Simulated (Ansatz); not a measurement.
Candidates (primitive cells; geometry: relaxed with this functional, without spin-orbit coupling):
A. CuZn (Pm-3m), a = b = c = 2.9072 Å, α = β = γ = 90.00°
B. MgRh (Pm-3m), a = b = c = 3.0823 Å, α = β = γ = 90.00°
C. MgTl (Pm-3m), a = b = c = 3.614 Å, α = β = γ = 90.00°
D. MgLa (Pm-3m), a = b = c = 3.9088 Å, α = β = γ = 90.00°
E. TiOs (Pm-3m), a = b = c = 3.0614 Å, α = β = γ = 90.00°

**Question.** Put the candidates in order of electron-phonon coupling λ, lowest first, for PBEsol, DFPT electron-phonon coupling, linearised Boltzmann equation in Ansatz (a first-principles code).

**Answer.** E (0.094), B (0.182), A (0.31), D (0.51), C (0.70)

Metals; harmonic phonons. Halving the electron mesh moves these values by up to 5 %; q meshes are mostly untested. Some of the runs warned that the eigensolver left states short of its tolerance. Spin-orbit coupling is left out.

Formula and space group known from diffraction (Crystallography Open Database), not checked to be the room-temperature form: MgLa (Pm-3m), MgRh (Pm-3m), MgTl (Pm-3m), TiOs (Pm-3m). The missing spin-orbit coupling matters most for MgTl (Pm-3m), TiOs (Pm-3m).
